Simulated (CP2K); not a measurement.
Input and output of a self-consistent single point for LaIn5Rh (P1, 7 atoms in the cell) (CP2K).

Method: PBEsol, GPW, DZVP-MOLOPT-SR-GTH basis, GTH-PBE potentials (GTH_POTENTIALS) run with CP2K.

The change in words: atoms moved at random. Reference geometry:
```
LaIn5Rh
1.0
    4.64255     0.00000     0.00000
    0.00000     4.64255     0.00000
    0.00000     0.00000     7.53034
La In Rh
1 5 1
Direct
  0.00000   0.00000   0.00000
  0.50000   0.50000   0.00000
  0.50000   0.00000   0.69223
  0.50000   0.00000   0.30777
  0.00000   0.50000   0.69223
  0.00000   0.50000   0.30777
  0.00000   0.00000   0.50000
```

Reference input (self-consistent single point, DFT PBEsol, GPW, DZVP-MOLOPT-SR-GTH basis, GTH-PBE potentials (GTH_POTENTIALS)): CUTOFF = 500 Ry; REL_CUTOFF = 50 Ry; SMEAR/METHOD = FERMI_DIRAC; ELECTRONIC_TEMPERATURE = 580.23 K; KPOINTS/SCHEME = MONKHORST-PACK 5 5 3; XC_FUNCTIONAL = PBE:PBESOL; La/BASIS_SET = DZVP-MOLOPT-SR-GTH-q11; La/POTENTIAL = GTH-PBE-q11; In/BASIS_SET = DZVP-MOLOPT-SR-GTH-q13; In/POTENTIAL = GTH-PBE-q13; Rh/BASIS_SET = DZVP-MOLOPT-SR-GTH-q17; Rh/POTENTIAL = GTH-PBE-q17. This run's input differs from it in these lines:

```diff
@@ -73,9 +73,9 @@
       SCALED
-      La       0.00000000     0.00000000     0.00000000
-      In       0.50000000     0.50000000     0.00000000
-      In       0.50000000     0.00000000     0.69223000
-      In       0.50000000     0.00000000     0.30777000
-      In       0.00000000     0.50000000     0.69223000
-      In       0.00000000     0.50000000     0.30777000
-      Rh       0.00000000     0.00000000     0.50000000
+      La      -0.01406800    -0.00141400     0.00260100
+      In       0.50594100     0.49975000     0.00341200
+      In       0.50717800    -0.00685100     0.69697200
+      In       0.49628300     0.00214000     0.30304400
+      In       0.00807800     0.50961700     0.69603400
+      In      -0.00202700     0.50807000     0.29031800
+      Rh      -0.00138500    -0.01131100     0.50761900
     &END COORD
```

Output (repeated stretches shortened):

```
 SCF WAVEFUNCTION OPTIMIZATION

  Step     Update method      Time    Convergence         Total energy    Change
     1 NoMix/Diag. 0.30E+00      -     1.50721960      -424.1930715080 -4.24E+02
     2 Broy./Diag. 0.30E+00      -     0.05503938      -426.1925048457 -2.00E+00
     3 Broy./Diag. 0.30E+00      -     0.06462175      -424.4906958338  1.70E+00
     4 Broy./Diag. 0.30E+00      -     0.10017218      -423.0543245287  1.44E+00
     5 Broy./Diag. 0.30E+00      -     0.00934449      -422.8266287773  2.28E-01
     6 Broy./Diag. 0.30E+00      -     0.00787972      -423.0419329500 -2.15E-01
   [... 9 lines left out ...]
    16 Broy./Diag. 0.30E+00      -     0.00000605      -423.1021612219  1.29E-05
    17 Broy./Diag. 0.30E+00      -     0.00000148      -423.1021237869  3.74E-05
    18 Broy./Diag. 0.30E+00      -     0.00000121      -423.1021311583 -7.37E-06
    19 Broy./Diag. 0.30E+00      -     0.00000062      -423.1021343166 -3.16E-06
  *** SCF run converged in    19 steps ***

  Overlap energy of the core charge distribution:               0.00000000001454
  Self energy of the core charge distribution:               -707.66386491648609
  Core Hamiltonian energy:                                    198.20031749277635
  Hartree energy:                                             138.78319217999467
  Exchange-correlation energy:                                -52.42098000914899
  Electronic entropic energy:                                  -0.00079906327930
  Fermi energy:                                                 0.33825093764990

  Total energy:                                              -423.10213431656189
  Total energy (extrapolated to T->0):                       -423.10173478492226

                     Mulliken Population Analysis

   [... lines left out ...]

 STRESS| Analytical stress tensor [bar]
 STRESS|                        x                   y                   z
 STRESS|      x        2.12604581160E+04  -1.44892134810E+02  -4.12039808936E+02
 STRESS|      y       -1.44892134810E+02   2.21160481386E+04  -4.00806797653E+03
 STRESS|      z       -4.12039808936E+02  -4.00806797653E+03   1.28224035692E+04
 STRESS| 1/3 Trace                                             1.87329699412E+04
```

The run converged in 19 iterations. Against the reference run the free energy goes up by 22.3 meV/atom, the pressure goes from 2.02 to 1.87 GPa and the largest force goes from 0.249 to 1.052 eV/Å.

The starting cell comes from a database of computed structures (which also holds hypothetical and non-ambient phases and stackings), without a prior relaxation at this level. Its lattice was rescaled by a random factor within 2.5 % of one. For this run, on top of that: atoms moved at random. Spin polarisation is off. Values carry the incompleteness of an atom-centred basis. The potentials were made for another functional than the one used. Forces in this geometry exceed 1 eV/Å.

Cost on one core of a shared machine: roughly 2 min.
